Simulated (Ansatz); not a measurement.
Ansatz (a program for electronic structure), DFT, PBE, plane waves, its soft PAW files of 3 December: Al(100) slab of 6 layers, 2x2, O adatom, atoms displaced (Al24O), unrelaxed, 25 atoms. Basis and mesh were picked for this test and aren't claimed converged.

```json
{
  "cell": "5.73, 5.73, 31.73 Å; 90, 90, 90°",
  "distance_to_the_nearest_atom": "2.04 to 2.83 Å",
  "task": "single point",
  "k mesh": "4×4×1",
  "hamiltonian.xc": "pbe",
  "kind_of_files": "paw",
  "scf.occupations.method": "gaussian",
  "scf.occupations.width": "0.2 eV",
  "output.forces": "true",
  "binding of workers (--pin)": "off",
  "k-point pools (--kpoint-pools)": "1",
  "memory maximum (--max-ram)": "8GiB",
  "accuracy": "medium (default)",
  "basis.precision": "auto (default)",
  "basis.xc_grid": "2 (default)",
  "scf.eigensolver.kind": "auto (default)",
  "scf.convergence.dr2_threshold": "1e-07 (default)",
  "scf.lower_state_search": "light (default)",
  "k-points after symmetry": "10",
  "bands_at_the_start": "64",
  "electrons": "78",
  "plane waves at Γ": "20447",
  "cutoff (eV)": "420",
  "FFT grid": "40×40×216",
  "symmetry_operations": "1"
}
```

Settings of this run: scf.mixing.algorithm = auto, scf.mixing.preconditioner = none, scf.algorithm = auto; 4 threads.

```
iteration  dr2 (eV)    Hψ
---------  --------  ----
1            3.19e1  3652
2            6.26e3  6768
3            1.21e2  5080
4            2.61e1  1236
5            9.11e0  1068
6            1.71e0  1111
7            3.84e0  1129
8            2.39e0  1211
9           8.92e-2   866
10          8.09e-2  1021
11          1.78e-3   552
12          1.76e-1  1012
13          2.90e-3   759
14          1.73e-2   825
15          1.39e-4   652
16          3.41e-5   967
17          2.27e-6   979
18          3.69e-6  1126
19          4.84e-6   776
20          2.73e-7   561
21          1.04e-6   865
22          7.86e-8  2103
```

It converged after 22 SCF iterations.

**Question.** Which change of one setting makes this cycle converge in far fewer steps?

**Answer.** Several could match; the one computed here: scf.mixing.preconditioner = auto (default) (10 SCF iterations) or scf.mixing.preconditioner = ldos (10 SCF iterations), all else kept. The other changes of this size gave: scf.mixing.preconditioner = local_kerker (15); scf.mixing.algorithm = broyden (19); scf.mixing.preconditioner = kerker_dos (33); scf.mixing.preconditioner = kerker (36). In that run the program took: scf.mixing.algorithm MSR1, scf.mixing.preconditioner LDOS, scf.eigensolver.kind band_cg, --slots 4. The first change moves the result by: energy under 0.001 meV/atom, forces (largest component) 0.073 meV/Å. Counts are of single runs.

Keys are those of Ansatz 0.2.
